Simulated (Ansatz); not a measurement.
Base system: TaSi$_{2}$ (space group P6_222, No. 180; a = 4.803 Å, c = 6.603 Å). Axes: x lies along a and z along c of the hexagonal cell.

The values are results of PBE (Ansatz, a first-principles code, PAW, no SOC), not measurements.

Before the change:

| Quantity | Value |
|---|---|
| Pressure | 0.0 GPa |
| Shortest interatomic distance | 256.8 pm |

Now apply this change: biaxial strain −1.75 %, plane normal [001], relaxed out of plane (Cartesian); in-plane vectors clamped, the third vector and the atoms free.

Problem. Estimate the effect on the pressure and shortest interatomic distance.

Solution. The pressure (mean of the normal stresses, compression positive) goes from zero to 5.1 GPa; the shortest interatomic distance rises by 0.4 pm to 257.2 pm.

Whether these cells are dynamically stable was not tested. The final runs are not spin-polarised. An odd electron count without spin: TaSi2.
